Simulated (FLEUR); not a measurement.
Band structure of NiBi (P6_3/mmc, 4 atoms in the cell).

```xyz
4
Lattice="4.0619 0.0000 0.0000 -2.0310 3.5177 0.0000 0.0000 0.0000 5.1725" Properties=species:S:1:pos:R:3 pbc="T T T"
Ni     0.0000     0.0000     2.5862
Ni     0.0000     0.0000     0.0000
Bi     0.0000     2.3452     1.2931
Bi     2.0310     1.1726     3.8794
```

Computed with LDA (Vosko-Wilk-Nusair), all-electron FLAPW (FLEUR), scalar-relativistic valence in FLEUR.

Settings: Kmax = 4.1 1/bohr; GmaxXC = 16.4 1/bohr; xcFunctional = vwn; jspins = 1; l_soc = F; mode = hist; fermiSmearingEnergy = 0.00367493 Htr; mesh (inpgen div1-3) = 10 10 7; inpgen gamma flag = true; Gmax = 16.4 1/bohr; numbands = 0; maxIterBroyd = 99; imix = Anderson; alpha = 0.05.

The starting cell comes from a database of computed structures (which also holds hypothetical and non-ambient phases and stackings), without a prior relaxation at this level. Its lattice was rescaled by a random factor within 2.5 % of one. Spin-orbit coupling is off. Spin polarisation is off. Values depend on the basis (sphere radii, cutoffs, local orbitals), which need not be converged.

Levels in eV from the Fermi level, bands 28 to 35:
```json
[
 {"point": "Γ", "28": "-1.10", "29": "0.13", "30": "0.87", "31": "0.87", "32": "2.56", "33": "2.56", "34": "2.89", "35": "3.78"},
 {"point": "M", "28": "-1.60", "29": "-1.36", "30": "-1.14", "31": "-1.08", "32": "-0.74", "33": "1.39", "34": "3.73", "35": "4.23"},
 {"point": "K", "28": "-1.33", "29": "-1.11", "30": "-1.11", "31": "-0.28", "32": "-0.28", "33": "0.40", "34": "0.40", "35": "3.21"},
 {"point": "A", "28": "-1.77", "29": "-0.26", "30": "-0.26", "31": "2.15", "32": "2.15", "33": "2.15", "34": "2.15", "35": "4.93"},
 {"point": "L", "28": "-1.67", "29": "-1.56", "30": "-1.56", "31": "0.45", "32": "0.45", "33": "1.44", "34": "1.44", "35": "5.51"},
 {"point": "H", "28": "-1.74", "29": "-1.28", "30": "-1.28", "31": "-1.08", "32": "-1.08", "33": "4.64", "34": "4.64", "35": "7.18"}
]
```
